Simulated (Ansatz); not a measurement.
AlP (model structure, within 0.1 Å of P6₄22, No. 181, 6 atoms in the cell): band gap by level of theory

No measured value is used here.

```csv
level (code),value (eV),cell (Å³/atom)
LDA (Ansatz),0.83 (indirect),17.86
PBEsol (Ansatz),0.84 (indirect),18.19
HSE06 (Ansatz),1.56 (indirect),18.19
PBE0 (Ansatz),2.22 (indirect),18.19
G0W0@PBEsol (Ansatz),1.53 (indirect),18.18
G0W0@PBEsol+SOC (Ansatz),1.53,18.18
```

Computed values are for a static lattice.  G0W0@PBEsol+SOC: spin–orbit coupling enters as the shift of the gap found with a semilocal functional. Values are at the PBEsol cell; LDA at the level's own relaxed cell; PBEsol at the level's own equilibrium cell. Cutoffs and k meshes differ between the levels. Ansatz's density-functional and Hartree–Fock values are scalar-relativistic unless marked +SOC, with PAW data made under PBE.

A model structure was made by putting elements into a prototype or built by hand; it is no filed structure, need not be a known phase, and can be a saddle point held by its symmetry.

Ansatz is a quantum-chemistry and plane-wave program.
